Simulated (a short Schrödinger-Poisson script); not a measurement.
From a short Schrödinger-Poisson script (our own, NumPy): 1D Poisson equation in equilibrium, electrons quantum, Hartree (BenDaniel-Duke, 12 states a valley, the channel's in-plane mass for all, wave functions ending at the dielectric), parabolic valleys, classical holes, full ionisation, no traps, pinning or gate leakage.

Stack: symmetric double-gate stack, HfO2 on p-type Ge(100), at 300 K.

From the gate side: 11.3 nm HfO2; 8 nm Ge, acceptors 2e16 cm⁻³; 11.3 nm HfO2.

Constants are typed, rounded textbook-type inputs, not results; the design itself was drawn at random and stands for no fabricated device. HfO2: permittivity 22, conduction-band edge (eV) 1.5, gap (eV) 5.7, electron mass (mₑ) 0.2. Ge: permittivity 16, conduction-band edge (eV) 0, gap (eV) 0.664, Nv at 300 K (cm⁻³) 6e18.

Channel valleys (confinement mass, in-plane density-of-states mass, number): L4 0.12, 0.295, 4. At the gates, both at one voltage, the conduction-band edge of layer 1 lies 1.67 eV − eVg above the Fermi level of the channel. Gaps are held at their typed values at every temperature. Mesh 0.03 nm at interfaces.

Problem. Give the capacitance of both gates at Vg = 1.6 V (μF/cm²); the sheet density of all electrons at Vg = 1.6 V (cm⁻²); the sheet density of all electrons at Vg = 0.4 V (cm⁻²).

Solution. capacitance of both gates at Vg = 1.6 V (μF/cm²): 2.73; sheet density of all electrons at Vg = 1.6 V (cm⁻²): 2.31e13; sheet density of all electrons at Vg = 0.4 V (cm⁻²): 3.53e12. Only the L valleys are kept; under strong confinement the Δ valleys of Ge fill too.
